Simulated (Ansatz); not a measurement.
SrTaNO₂ (Pmc2₁, No. 26, 10 atoms in the cell; start mp-1101327): band gap by level of theory

No measured value is used here.

| level (code) | value (eV) |
|---|---|
| LDA (Ansatz) | 1.06 |
| PBEsol+SOC (Ansatz) | 1.07 (indirect) |
| HSE06 (Ansatz) | (withheld) |
| HSE06+SOC (Ansatz) | 2.15 (indirect) |
| PBE0 (Ansatz) | 2.91 |

Q: Fill in the missing entries.

A: 
- HSE06 (Ansatz, a program for electronic structure), value (eV): 2.20

Computed values are for a static lattice. Spin–orbit coupling is included only where a level's name says +SOC; with heavier elements it mostly lowers gaps and can invert bands.  PBEsol+SOC: the gap is read on the k mesh or supercell of the run alone and can be too large. Values are at the PBEsol cell. Cutoffs and k meshes differ between the levels. Ansatz's density-functional and Hartree–Fock values are scalar-relativistic unless marked +SOC, with PAW data made under PBE.

A start named mp-… is a Materials Project structure, which need not be a measured phase.
